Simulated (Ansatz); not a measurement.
The reference is HgSe in the zinc blende structure (space group F-43m, No. 216; a = 6.063 Å).

Method: Ansatz (a program for electronic structure) LDA, spin-orbit coupling left out.

| level | lattice parameter a |
|---|---|
| LDA | 6.063 Å |

Q: What does experiment give, and how far off is each level?

A: Measured: lattice parameter a 6.085 Å (room temperature; as listed in Cardona et al., arXiv (2009)). Computed minus measured — lattice parameter a: LDA -0.4 %. Measured values not marked as corrected hold thermal and zero-point effects that the static-lattice runs lack.

No phonon test of stability was made. The final runs are not spin-polarised.
